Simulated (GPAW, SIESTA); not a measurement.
A SIESTA input for a self-consistent single point of Bi2Te3 (R-3m, 5 atoms in the cell) (DFT, GGA PBE, numerical atomic orbitals TZP, PseudoDojo PBE standard norm-conserving potentials (rewritten from UPF to PSML)):

```
# files in the folder: Bi.psml Te.psml (PseudoDojo PBE standard)
SystemName  Bi2Te3
SystemLabel siesta

NumberOfAtoms                5
NumberOfSpecies              2
%block ChemicalSpeciesLabel
  1 83 Bi
  2 52 Te
%endblock ChemicalSpeciesLabel
LatticeConstant              1.0 Ang
%block LatticeVectors
     2.258106000    1.303718000   10.991137000
    -2.258106000    1.303718000   10.991137000
     0.000000000   -2.607437000   10.991137000
%endblock LatticeVectors
AtomicCoordinatesFormat      Fractional
%block AtomicCoordinatesAndAtomicSpecies
     0.603170000    0.603170000    0.603170000  1
     0.396830000    0.396830000    0.396830000  1
     0.783193000    0.783193000    0.783193000  2
     0.216807000    0.216807000    0.216807000  2
     0.000000000    0.000000000    0.000000000  2
%endblock AtomicCoordinatesAndAtomicSpecies

XC.functional                GGA
XC.authors                   PBE
PAO.BasisSize                TZP
PAO.EnergyShift              0.01 Ry
MeshCutoff                   350 Ry
%block kgrid.MonkhorstPack
    4   0   0  0.0
    0   4   0  0.0
    0   0   4  0.0
%endblock kgrid.MonkhorstPack
OccupationFunction           FD
ElectronicTemperature        20.0 meV

MaxSCFIterations             150
SCF.Mixer.Method             Broyden
SCF.Mixer.Weight             0.2
SCF.Mixer.History            6
SCF.DM.Tolerance             1.0E-04
Diag.ParallelOverK           true
WriteForces                  true
Charge.Mulliken              end
```

Write the same calculation as an input for GPAW.

One input that does it (others would too):

```python
from ase import Atoms
from ase.units import GPa
from gpaw import GPAW, PW, FermiDirac

atoms = Atoms(['Bi', 'Bi', 'Te', 'Te', 'Te'],
              cell=[[2.258106, 1.303718, 10.991137],
                    [-2.258106, 1.303718, 10.991137],
                    [0.000000, -2.607437, 10.991137]],
              scaled_positions=[[0.603170, 0.603170, 0.603170],
                                [0.396830, 0.396830, 0.396830],
                                [0.783193, 0.783193, 0.783193],
                                [0.216807, 0.216807, 0.216807],
                                [0.000000, 0.000000, 0.000000]],
              pbc=True)

calc = GPAW(mode=PW(550),
            xc='PBE',
            kpts={'size': (4, 4, 4), 'gamma': True},
            occupations=FermiDirac(0.02),
            nbands=-8,
            convergence={'density': 1e-05, 'energy': 1e-05, 'bands': -6},
            symmetry={'symmorphic': False, 'tolerance': 0.0005},
            maxiter=150)

atoms.calc = calc

energy = atoms.get_potential_energy()
print('Energy (eV):', round(energy, 6))
forces = atoms.get_forces()
print('Forces (eV/Ang):')
print(forces.round(5))
stress = atoms.get_stress()
print('Stress (GPa, Voigt):', (stress / GPa).round(4))
```

Basis settings and potentials, where a program has them, do not carry over. This input uses DFT PBE, plane waves, GPAW PAW datasets PBE (gpaw-data 1.0.1).

The starting cell comes from a database of computed structures (which also holds hypothetical and non-ambient phases and stackings), without a prior relaxation at this level. Its lattice was rescaled by a random factor within 2.5 % of one.
